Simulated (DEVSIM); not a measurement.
Device: Al/SiO2/p-Si capacitor, at 300 K.

| layer (left to right) | material | thickness (nm) | Na (cm⁻³) |
|---|---|---|---|
| 1 | SiO2 | 40.0 | - |
| 2 | Si | 2100 | 7.7e16 |

Metal gate on the left, work function 4.1 eV. Fixed charge at the semiconductor interface 3.3e11 cm⁻² (in units of +e); interface traps 4.7e11 cm⁻² eV⁻¹, uniform in energy, neutral level at 0.3 of the gap above the valence band.

Constants are typed, rounded textbook-type inputs, not results; the design itself was drawn at random and stands for no fabricated device. Values at 300 K.

| parameter | SiO2 | Si |
|---|---|---|
| gap (eV) | 9 | 1.124 |
| affinity (eV) | 0.9 | 4.05 |
| permittivity | 3.9 | 11.7 |
| Nc (cm⁻³) | - | 2.86e19 |
| Nv (cm⁻³) | - | 3.1e19 |

DEVSIM, 1D Poisson equation in equilibrium, Boltzmann statistics, complete ionisation; no quantum confinement or tunnelling. Metal contacts follow the ideal Schottky-Mott rule: no Fermi-level pinning, no interface dipoles.

Q: Give the band bending (positive: bands bend down) and minority sheet density.

A: 
```
Vg (V)  ψs (V)  minority carriers (cm⁻²)
------  ------  ------------------------
-5      -0.122                     < 1e8
-4.25   -0.109                     < 1e8
-3.5    -0.092                     < 1e8
-2.75   -0.067                     < 1e8
-2      -0.027                     < 1e8
-1.25    0.056                     < 1e8
-0.5     0.211                     < 1e8
0.25     0.417                     < 1e8
1        0.653                     < 1e8
1.75     0.860                    7.6e10
2.5      0.908                    4.1e11
3.25     0.929                    7.9e11
4        0.943                    1.2e12
4.75     0.954                    1.6e12
5.5      0.962                    2.0e12
```
